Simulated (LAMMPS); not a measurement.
LAMMPS 22 Jul 2025, classical MD, Stillinger-Weber (Si.sw): Si, 5832 atoms.

```
Property                                                                                       Value
-----------------------------------------------  ---------------------------------------------------
task                                                                                         MD, nve
potential                                                                    Stillinger-Weber, Si.sw
copies of the repeat unit                                                                      9×9×9
shape (slab and sphere leave vacuum in the box)                                                 bulk
steps                                                                                           2000
timestep                                                                                        1 fs
thermo                                                                                            50
newton                                                                                  on (default)
atom_modify sort (bins of 2 Å where set)                                              1000 (default)
comm_style                                                                           brick (default)
box                                                                             48.9 × 48.9 × 48.9 Å
start                                            generated diamond lattice, warmed in an untimed run
```

All runs start from one configuration, warmed at this fixed volume for 1000 steps under a thermostat at 600 K. The run at a skin of 2 Å has a mean temperature of 606 K and a mean pressure of 0.7 GPa.

One run each, on a shared machine, so no times are given.

With neigh_modify every 1 delay 0 check yes, skins of 0.1, 0.3, 0.5, 1, 1.5, 2, 3 Å were run. Further schedules:
- skin 0.3 Å, every 10 delay 0 check yes
- skin 1 Å, every 100 delay 0 check no
- skin 2 Å, every 20 delay 0 check no
- skin 2 Å, every 1 delay 10 check yes
- skin 2 Å, every 100 delay 0 check no
- skin 0.3 Å, every 1 delay 10 check yes
- skin 2 Å, every 10 delay 0 check yes

A schedule rebuilds too seldom if it shows a dangerous build, rebuilds less often than the check at every step does at that skin, or fails.

Question: Which schedules can miss pairs here, and how do rebuilds depend on the skin?

Answer: With the check at every step the rebuilds are 666 at 0.1 Å, 241 at 0.3 Å, 143 at 0.5 Å, 60 at 1 Å, 8 at 1.5 Å, 0 at 2 Å, 0 at 3 Å. Too seldom: skin 0.3 Å, every 10 delay 0 check yes; skin 1 Å, every 100 delay 0 check no; skin 0.3 Å, every 1 delay 10 check yes.

```tsv
setting	rebuilds	dangerous builds	list entries an atom	change of the total energy (meV/atom)
skin 0.1 Å, every 1 delay 0 check yes	666	—	11.1	under 0.001
skin 0.3 Å, every 1 delay 0 check yes	241	—	15.8	under 0.001
skin 0.5 Å, every 1 delay 0 check yes	143	—	16.4	under 0.001
skin 1 Å, every 1 delay 0 check yes	60	—	27.8	under 0.001
skin 1.5 Å, every 1 delay 0 check yes	8	—	28.6	under 0.001
skin 2 Å, every 1 delay 0 check yes	0	—	35.2	under 0.001
skin 3 Å, every 1 delay 0 check yes	0	—	66.0	under 0.001
skin 0.3 Å, every 10 delay 0 check yes	200	200	15.8	under 0.001
skin 1 Å, every 100 delay 0 check no	20	not counted	27.8	under 0.001
skin 2 Å, every 20 delay 0 check no	100	not counted	35.2	under 0.001
skin 2 Å, every 1 delay 10 check yes	0	0	35.2	under 0.001
skin 2 Å, every 100 delay 0 check no	20	not counted	35.2	under 0.001
skin 0.3 Å, every 1 delay 10 check yes	200	200	15.8	under 0.001
skin 2 Å, every 10 delay 0 check yes	0	0	35.2	under 0.001
```

Where the energy changes as in the checked runs, the late rebuilds cost nothing that shows in this run. List entries are as LAMMPS prints them (Ave neighs/atom).
